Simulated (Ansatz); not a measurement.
# Effect of isotropic strain −1.00 % on Pt

Consider Pt in the fcc (Cu type) structure (space group Fm-3m, No. 225; a = 3.972 Å; relaxed with 0.1 eV smearing).

One thing is altered: an isotropic linear strain of −1.00 %, atoms relaxed at fixed cell.

Level of theory: PBE (Ansatz, a quantum-chemistry and plane-wave program; PAW; 420 eV plane waves; spin-orbit coupling left out). Γ-centred 28×28×28 mesh, Fermi–Dirac width 0.1 eV.

```csv
quantity,base,changed,shift
volume per atom,15.67 Å³,15.20 Å³,-0.47 Å³
space group,Fm-3m (No. 225),Fm-3m (No. 225),–
shortest interatomic distance,2.809 Å,2.781 Å,-0.028 Å
energy relative to the base (free energy F),0 meV/atom,+11 meV/atom,+11 meV/atom
pressure,0.0 GPa,8.1 GPa,+8.1 GPa
band gap,zero,zero,–
```

No phonon test of stability was made. The final runs are not spin-polarised.
